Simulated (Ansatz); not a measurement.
Abridged Ansatz (an electronic-structure program) output:

```
Pseudopotential: Nb, paw, valence charge 13
Crystal: 1 atoms, lattice volume = 17.503 Å³
Basis set: ecut = 420 eV, 321 PW (Γ), exchange–correlation on 40×40×40 points (8 copies of the dense FFT grid, shifted against one another)
Bands: 11, of which v1, the nominal top of the filled ones, is band 7 counted from 1 (6 counted from 0)
Symmetry: 48 space group operations
k-points: 256 of 8000
Functional: x = pbesol(κ = 0.804, μ = 0.12345679012345678), c = pbesol(β = 0.046)
SCF iter   1: F=—  HF=-4495.982469 eV  |F-HF|=—  |Δ(HF+E_count)|=         —  Δρ=8.06e-2  dr2=1.24e0  ethr=3.10e-3  ⟨swp⟩=5.0  Hψ=15843  notcnv=0
SCF iter   2: F=—  HF=-4495.500223 eV  |F-HF|=—  |Δ(HF+E_count)|=   4.82e-1  Δρ=2.58e-2  dr2=5.03e-2  ethr=3.10e-3  ⟨swp⟩=2.6  Hψ=7469  notcnv=0  defer=30
SCF 1 converged in 7 iterations: F = -4495.489622 eV  dr2 = 1.63e-11
SCF converged after 7 iterations
Free energy (F): -4495.489622 eV
Internal energy: -4495.478207 eV  (E = F + TS)
E sigma→0 (E₀):  -4495.483915 eV
Entropy (-TS):   -0.011415 eV (-11.415 meV/atom)
Fermi energy:    18.259872 eV
--- Forces (eV/Å), atoms counted from 1 ---
  atom   1  Nb    -0.00000000    -0.00000000    -0.00000000
--- Stress (GPa, compression-positive) ---
       -0.001067      -0.000000       0.000000
        0.000000      -0.001067      -0.000000
       -0.000000      -0.000000      -0.001067
  P = ⅓ Tr σ = -0.0011 GPa (-0.011 kbar)
```

### Question
What was computed, and what are the main results?

### Answer
Nb, 1 atom in the cell, with PBEsol (Ansatz, PAW, without spin-orbit coupling), earlier PAW set. The last SCF converged to F = -4495.489622 eV, or -4495.4896 eV per atom, at a pressure of 0.00 GPa. The total energy compares only with runs of the same code, potentials and settings.

Stability against distortions was not tested. The final runs are not spin-polarised. The cell was made from Mo by this change: Mo → Nb.
